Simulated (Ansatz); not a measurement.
```
CELL_PARAMETERS angstrom
      3.08973     0.00000     0.00000
      0.00000     4.36954     0.00000
      0.00000     0.00000    16.54486
ATOMIC_POSITIONS crystal
  N  0.75000 0.46311 0.45667
  Al 0.25000 0.28689 0.47743
  N  0.25000 0.96311 0.54333
  Al 0.75000 0.78689 0.52257
```

No spin polarisation.

All numbers come from Kohn–Sham DFT with the r2SCAN functional, run in Ansatz (a first-principles code) with PAW and 500 eV plane waves, no spin-orbit coupling, earlier PAW set. Settings: 11×8×1 k-points, 0.05 eV Fermi–Dirac smearing. The cell is a slab with vacuum along z.

Problem. Predict the band gap.

Solution. 3.38 eV.

Problem. Estimate the smallest direct gap.

Solution. 3.71 eV.

Problem. Estimate the gap character.

Solution. Indirect, k = (0.182, 3/8, 0) in the run's primitive reciprocal basis → Γ.

Whether these cells are dynamically stable was not tested. The cell was made from AlN in the zinc blende structure (space group F-43m, No. 216) by this change: a free-standing slab of 2 layers (4 atoms, 2 a layer) is cut normal to [110], with 15 Å of vacuum and the in-plane cell held at bulk. This is not the structure that AlN has at room temperature and ambient pressure.
